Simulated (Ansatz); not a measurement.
## What biaxial strain −1.06 %, plane normal [001], relaxed out of plane does to hypothetical Fm-3m MoTe2

The reference is MoTe₂ (space group Fm-3m, No. 225; a = 6.6446 Å; a hypothetical phase, not in the database extracts checked; relaxed with 0.1 eV smearing). Axes: x, y, z lie along the cube axes.

One thing is altered: compressive biaxial strain of 1.06 % in the plane normal to [001], as in epitaxy on a mismatched substrate; the out-of-plane cell vector and the atoms relax.

All numbers come from r2SCAN in Ansatz (plane waves to 500 eV, PAW, without spin-orbit coupling). Γ-centred 15×15×15 mesh, Fermi–Dirac width 0.1 eV.

The volume per atom shrinks by 0.19 Å³ to 24.26 Å³ and the space group becomes I4/mmm (No. 139) (base: Fm-3m (No. 225)). The shortest interatomic distance falls by 0.007 Å, from 2.877 Å to 2.870 Å and the energy grows by 1.5 meV/atom. The pressure (mean of the normal stresses, compression positive) goes from zero to 0.7 GPa and the band gap remains zero. The out-of-plane strain amounts to +1.36 % and the ratio −ε⊥/ε∥ is 1.29. The mean in-plane stress (compression positive) comes out as +1.0 GPa.

No phonon test of stability was made. All final runs are without spin polarisation. MoTe2 has a high density of states at the Fermi level and may be magnetic at this level.

Ansatz is a first-principles code.
